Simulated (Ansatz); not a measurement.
Defect migration in bcc W: Sn-vacancy pair (Sn on one host W site, one W site vacant), neutral cell. All values below come from PBE, PAW (plane waves to 420 eV; Ansatz, a first-principles code).

36-site cell at the relaxed PBE lattice, a 2×2×3 k-point mesh shifted by half a step, smearing 0.10 eV, spin-restricted, no finite-size correction. Energies are static. Spin-orbit coupling is left out. Forms of the defect that were not tried may lie lower.

Barriers: single points on a 3×3×5 k-point mesh shifted by half a step at the bands' geometries.

Relaxed starting cell (atoms counted from 1):

```yaml
crystal:
  lattice:
    - [9.55287, 0.00000, 0.00000]
    - [0.00000, 9.55287, 0.00000]
    - [0.00000, 0.00000, 6.36858]
  atoms:
    - { symbol: Sn, position: [0.01918, 0.01992, 0.03025] }
    - { symbol: W, position: [0.99870, 0.99944, 0.50244] }
    - { symbol: W, position: [0.99950, 0.33377, 0.00241] }
    - { symbol: W, position: [0.00100, 0.33187, 0.49573] }
    - { symbol: W, position: [0.99972, 0.66800, 0.00063] }
    - { symbol: W, position: [0.99943, 0.66576, 0.50224] }
    - { symbol: W, position: [0.33303, 0.00025, 0.00242] }
    - { symbol: W, position: [0.33114, 0.00175, 0.49574] }
    - { symbol: W, position: [0.33066, 0.33141, 0.00437] }
    - { symbol: W, position: [0.33198, 0.33272, 0.49608] }
    - { symbol: W, position: [0.33296, 0.66524, 0.00047] }
    - { symbol: W, position: [0.33359, 0.66572, 0.50259] }
    - { symbol: W, position: [0.66727, 0.00046, 0.00064] }
    - { symbol: W, position: [0.66502, 0.00018, 0.50225] }
    - { symbol: W, position: [0.66448, 0.33370, 0.00047] }
    - { symbol: W, position: [0.66498, 0.33435, 0.50260] }
    - { symbol: W, position: [0.66588, 0.66662, 0.00230] }
    - { symbol: W, position: [0.66625, 0.66700, 0.50220] }
    - { symbol: W, position: [0.17065, 0.17139, 0.73769] }
    - { symbol: W, position: [0.16597, 0.49668, 0.25069] }
    - { symbol: W, position: [0.16615, 0.49857, 0.75027] }
    - { symbol: W, position: [0.17173, 0.82688, 0.25810] }
    - { symbol: W, position: [0.16872, 0.83185, 0.75042] }
    - { symbol: W, position: [0.49594, 0.16671, 0.25070] }
    - { symbol: W, position: [0.49783, 0.16689, 0.75028] }
    - { symbol: W, position: [0.49926, 0.50001, 0.25058] }
    - { symbol: W, position: [0.49820, 0.49895, 0.75253] }
    - { symbol: W, position: [0.50021, 0.83350, 0.25211] }
    - { symbol: W, position: [0.49855, 0.83490, 0.75224] }
    - { symbol: W, position: [0.82614, 0.17248, 0.25812] }
    - { symbol: W, position: [0.83111, 0.16945, 0.75045] }
    - { symbol: W, position: [0.83276, 0.50096, 0.25213] }
    - { symbol: W, position: [0.83415, 0.49929, 0.75226] }
    - { symbol: W, position: [0.83157, 0.83231, 0.25364] }
    - { symbol: W, position: [0.83422, 0.83495, 0.75248] }
```

End state 1 differs by these moves (Å; atoms that move under 0.08 Å are left out):

| atom | element | Δx | Δy | Δz |
|---|---|---|---|---|
| 1 | Sn | 1.21 | 1.21 | 1.22 |
| 2 | W | -0.04 | -0.04 | 0.08 |
| 3 | W | -0.06 | 0.06 | -0.05 |
| 7 | W | 0.06 | -0.06 | -0.05 |
| 19 | W | -0.04 | -0.04 | 0.08 |
| 22 | W | -0.06 | 0.06 | -0.05 |
| 30 | W | 0.06 | -0.06 | -0.05 |

### Question
What is the computed forward and backward barriers to end state 1 (PBE, PAW)?

### Answer
forward 0.42 eV, backward 0.42 eV; at the saddle point atom 1 has neighbours 4 W at 2.73, 2 W at 2.74, 6 W at 3.44 Å. The saddle point's order was not checked, and it lies on a symmetry element of the cell, where a band can be held.
